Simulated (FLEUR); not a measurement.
FLEUR run on NaLiICl (P1, 4 atoms in the cell): self-consistent single point.

Level of theory: LDA (Vosko-Wilk-Nusair), all-electron FLAPW (FLEUR), scalar-relativistic valence.

The change in words: lattice scaled by 0.98. Reference geometry:
```xyz
4
Lattice="4.0916 0.0000 0.0000 0.0000 4.0916 0.0000 0.0000 0.0000 6.2153" Properties=species:S:1:pos:R:3 pbc="T T T"
Na     2.0186     1.9642     3.1772
Li     0.0072     0.0754    -0.0231
I      2.0327     1.9616    -0.0324
Cl     0.0332     0.0905     3.0935
```

Reference input (self-consistent single point, DFT, LDA (Vosko-Wilk-Nusair), all-electron FLAPW (FLEUR), scalar-relativistic valence): Kmax = 4.5 1/bohr; GmaxXC = 13.5 1/bohr; xcFunctional = vwn; jspins = 1; l_soc = F; mode = hist; fermiSmearingEnergy = 0.00036749 Htr; mesh (inpgen div1-3) = 4 4 3; inpgen gamma flag = true; Gmax = 13.5 1/bohr; numbands = 0; maxIterBroyd = 15. This run's input differs from it in these lines:

```diff
@@ -3,5 +3,5 @@
 &input film=f /
-4.0916400000 0.0000000000 0.0000000000
-0.0000000000 4.0916400000 0.0000000000
-0.0000000000 0.0000000000 6.2153400000
+4.0098070000 0.0000000000 0.0000000000
+0.0000000000 4.0098070000 0.0000000000
+0.0000000000 0.0000000000 6.0910330000
 1.8897261246
@@ -46,5 +46,5 @@
          <bravaisMatrix>
-            <row-1>    7.7320790004583433     0.0000000000000000     0.0000000000000000</row-1>
-            <row-2>    0.0000000000000000     7.7320790004583433     0.0000000000000000</row-2>
-            <row-3>    0.0000000000000000     0.0000000000000000    11.7452903712713645</row-3>
+            <row-1>    7.5774370425039521     0.0000000000000000     0.0000000000000000</row-1>
+            <row-2>    0.0000000000000000     7.5774370425039521     0.0000000000000000</row-2>
+            <row-3>    0.0000000000000000     0.0000000000000000    11.5103841859007119</row-3>
          </bravaisMatrix>
```

Output (repeated stretches shortened):

```
 Iteration:     1   Distance:       3.66014735 me/bohr^3
 Iteration:     2   Distance:       3.28668109 me/bohr^3
 Iteration:     3   Distance:       1.54525728 me/bohr^3
 Iteration:     4   Distance:       0.88538922 me/bohr^3
 Iteration:     5   Distance:       0.29872207 me/bohr^3
   [... 8 lines left out ...]
 Iteration:    14   Distance:       0.00005239 me/bohr^3
 Iteration:    15   Distance:       0.00001246 me/bohr^3
 Iteration:    16   Distance:       0.00001098 me/bohr^3
 Iteration:    17   Distance:       0.00000342 me/bohr^3
 Reset of history
 Run finished successfully
 Stop message:
   Structural relaxation: new displacements generated

[file out, last iteration]
             iter=     18
[...]
          total density-effective poten   -1.2850699288E+04
          total charge density-energy d   -2.1816384304E+02
 Updated energy parameters for spin:           1
[...]
 fermi energy and band-weighting factors:
    0.453183    0.456561    0.461928

[...]
FERMIE:
          first approx. to ef    (T=0)  :   0.055035 htr   (energy of the highest occ. eigenvalue)
          number of occ. states  (T=0)  :        442
          first approx. to seigv (T=0)  : -24.936246 htr
          sum of weights of occ. states :  17.000000
          sum of semicore charge        :   0.000000 e
FERHIS:  Fermi-Energy by histogram:
          bandgap                     :   0.150585 htr
   [... lines left out ...]
          charge neutrality (T=0)     :   0.000000    (zero if the highest occ. eigenvalue is "entirely" occupied)
 Direct bandgap for spin            1 :   0.16237747713646608       Htr
 ---->    free energy=                     -7742.8654543561 htr
   [... lines left out ...]
 TOTAL FORCE FOR ATOM TYPE=  2  X=  0.013   Y=  0.140   Z= -0.043
                       FX_TOT=-0.000523 FY_TOT=-0.003868 FZ_TOT= 0.000151
 TOTAL FORCE FOR ATOM TYPE=  3  X=  3.764   Y=  3.633   Z= -0.060
                       FX_TOT= 0.000877 FY_TOT= 0.004669 FZ_TOT= 0.004176
 TOTAL FORCE FOR ATOM TYPE=  4  X=  0.061   Y=  0.168   Z=  5.729
                       FX_TOT=-0.001761 FY_TOT=-0.004406 FZ_TOT= 0.000314
```

The run converged in 17 iterations. FLEUR gives forces in its relaxation mode, with a further iteration, so its stop message speaks of a relaxation. Against the reference run the free energy falls by 13.8 meV/atom and the gap on the mesh goes from 3.933 to 4.098 eV.

The starting cell comes from a database of computed structures (which also holds hypothetical and non-ambient phases and stackings), without a prior relaxation at this level. Its atoms were displaced at random from the sites of space group no. 123. For this run, on top of that: lattice scaled by 0.98. Spin-orbit coupling is off. Values depend on the basis (sphere radii, cutoffs, local orbitals), which need not be converged.

Cost on one core of a shared machine: roughly 6 min.
